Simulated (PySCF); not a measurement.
PySCF 2.14.0, WB97X/def2-svp, df: Sn(H)(F)(Me)2 ([CH3][SnH]([CH3])[F]), 11 atoms. The geometry is a generated start, not checked to be a minimum at this level.

```yaml
task: energy
method: wb97x
basis: def2-svp
two_electron_scheme: density fitting
mol.max_memory: 3000 MB
mf.max_cycle: 100
mf.init_guess: minao (default)
mf.DIIS: CDIIS (default)
mf.diis_space: 8 (default)
mf.conv_tol: 1e-09 (default)
mf.grids.level: 3 (default)
effective_core_potentials: those of the basis set, past Kr
basis_functions: 103
grid_points: 133112
```

```xyz
11

Sn    -0.0423     0.5417    -0.4824
C      1.8271    -0.5326    -0.1741
C     -1.8286    -0.2324     0.4918
F      0.2736     2.1941     0.5386
H     -0.2743     1.2192    -2.0417
H      1.6772    -1.5965    -0.3203
H      2.5926    -0.1763    -0.8551
H      2.1415    -0.3466     0.8464
H     -2.4386     0.6002     0.8237
H     -2.4027    -0.8527    -0.1825
H     -1.5254    -0.8182     1.3556
```

One run each on 2 threads, 1 BLAS thread. Values of level_shift (Hartree) tried: 0 (default), 0.1, 0.3, 1.

Q: Predict the course of the Fock builds along this series.

A: Fewest Fock builds, within one of each other: 0 (default) with 12, 0.1 with 13. The count rises to 25 at 1. All converge to one solution.

```
level_shift (Hartree)  Fock builds            end
---------------------  -----------  -------------
0 (default)                     12  same solution
0.1                             13  same solution
0.3                             15  same solution
1                               25  same solution
```
